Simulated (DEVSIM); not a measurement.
Structure: Si p+/n-/n+ power diode, at 250 K.

```tsv
layer (left to right)	material	thickness (μm)	Nd (cm⁻³)	Na (cm⁻³)	τn (s)	τp (s)
1	Si	1.50	-	4.3e18	5.5e-7	5.5e-7
2	Si	33.0	1.2e15	-	5.5e-7	5.5e-7
3	Si	1.40	2.4e18	-	5.5e-7	5.5e-7
```

Left contact: ohmic. Right contact: ohmic. Voltage is applied to the left contact. Recombination: SRH at mid-gap, radiative, Auger. Mobility is μmin + (μ − μmin)/(1 + (N/Nref)^α).

The device is made up for the run: typed textbook-type constants, with dimensions and the other settings drawn at random. Values at 300 K; Nc and Nv go as T^1.5, mobilities as T to minus their exponent, the gap by Varshni's rule with the affinity fixed.

```csv
parameter,Si
gap (eV),1.124
affinity (eV),4.05
permittivity,11.7
Nc (cm⁻³),2.86e19
Nv (cm⁻³),3.1e19
μn (cm²/Vs),1417
μp (cm²/Vs),470
"μn,min",52
"μp,min",45
"Nref,n",9.7e16
"Nref,p",2.2e17
αn,0.68
αp,0.72
T exponent of μn,2.3
T exponent of μp,2.2
B (cm³/s),4.7e-15
Cn (cm⁶/s),2.8e-31
Cp (cm⁶/s),9.9e-32
Varshni α (eV/K),0.000473
Varshni β (K),636
```

Model (solved in DEVSIM): 1D drift-diffusion, Boltzmann statistics, complete ionisation; no tunnelling, impact ionisation, image-force lowering or self-heating.

The thickness of layer 3 was swept, all else fixed.

```csv
thickness of layer 3 (μm),dark forward voltage at 100 A/cm² (V)
0.28,0.912
0.49,0.915
0.84,0.918
1.4,0.920
2.4,0.922
4.2,0.924
7,0.925
```

From the first row to the last the dark forward voltage at 100 A/cm² goes from 0.912 to 0.925.
